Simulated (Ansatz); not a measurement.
## WC: response to strain

The parent structure is WC (space group P-6m2, No. 187; a = 2.899 Å, c = 2.827 Å; relaxed with 0.1 eV smearing). Axes: x lies along a and z along c of the hexagonal cell.

Strains are applied to the cell and any free atomic positions relax.

Calculations: PBEsol, PAW, 420 eV (Ansatz, a first-principles code; spin-orbit coupling left out).

Notes on the quantities. pressure: mean of the normal stresses, compression positive; energy relative to the base: free energy F.

```
variant                          pressure  energy relative to the base  shortest interatomic distance
------------------------------  ---------  ---------------------------  -----------------------------
base                              0.0 GPa                   0 meV/atom                     4.140 bohr
uniaxial strain ε_xx = −3.00 %   12.8 GPa                 +23 meV/atom                     4.094 bohr
uniaxial strain ε_xx = −2.50 %   10.5 GPa                 +16 meV/atom                     4.102 bohr
uniaxial strain ε_xx = −2.00 %    8.3 GPa                +9.9 meV/atom                     4.109 bohr
uniaxial strain ε_xx = −1.50 %    6.1 GPa                +5.5 meV/atom                     4.117 bohr
uniaxial strain ε_xx = −0.50 %    2.0 GPa                +0.6 meV/atom                     4.132 bohr
uniaxial strain ε_xx = +0.50 %   -1.9 GPa                +0.6 meV/atom                     4.142 bohr
uniaxial strain ε_xx = +1.00 %   -3.8 GPa                +2.3 meV/atom                     4.145 bohr
uniaxial strain ε_xx = +1.50 %   -5.6 GPa                +5.1 meV/atom                     4.147 bohr
uniaxial strain ε_xx = +3.00 %  -10.6 GPa                 +20 meV/atom                     4.153 bohr
```

Stability against distortions was not tested. All final runs are without spin polarisation.
